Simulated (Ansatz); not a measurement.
Consider YCu (space group Pnma, No. 62; a cell from a computed database, its experimental status unchecked).

YCu is taken in the orthorhombic space group Pnma (No. 62), Pearson symbol oP8. Conventional cell: a = 7.067 Å, b = 4.412 Å, c = 5.317 Å, α = 90.00°, β = 90.00°, γ = 90.00°. Y on 4c is coordinated by 7 Cu at 2.811–2.995 Å and 8 Y at 3.588–3.745 Å. Cu on 4c sees 2 Cu at 2.606 Å and 7 Y at 2.811–2.995 Å. (Neighbours: up to the widest gap in distance over summed covalent radii, below 1.35, at either atom.)

All numbers come from Kohn–Sham DFT with the PBEsol functional, run in Ansatz (a first-principles code) with PAW and 420 eV plane waves, no spin-orbit coupling.

Base values:

The pressure is 0.0 GPa.

It is then changed as follows: an isotropic linear strain of +1.20 %, atoms relaxed at fixed cell.

Question: What happens to the energy relative to the base and pressure?

Answer: The energy rises by 6.1 meV/atom; the pressure (mean of the normal stresses, compression positive) goes from zero to -2.5 GPa.

No phonon test of stability was made. All final runs are without spin polarisation.
